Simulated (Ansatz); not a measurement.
Start from TiB₂ (space group P6/mmm, No. 191; a = 3.032 Å, c = 3.224 Å; relaxed with 0.1 eV smearing).

Calculations: Ansatz (an electronic-structure program), PBE, PAW, cutoff 420 eV, without spin-orbit coupling.

For the base:

- Pressure = 0.0 GPa
- Band gap = zero

One thing is altered: an isotropic linear strain of −3.00 %, atoms relaxed at fixed cell.

### Question
Estimate the effect on the pressure.

### Answer
The pressure (mean of the normal stresses, compression positive) goes from zero to 27.8 GPa.

### Question
What happens to the energy relative to the base?

### Answer
The energy rises by 60 meV/atom.

### Question
What does the calculation give for the band gap after the change?

### Answer
The band gap remains zero.

Stability against distortions was not tested. All final runs are without spin polarisation.
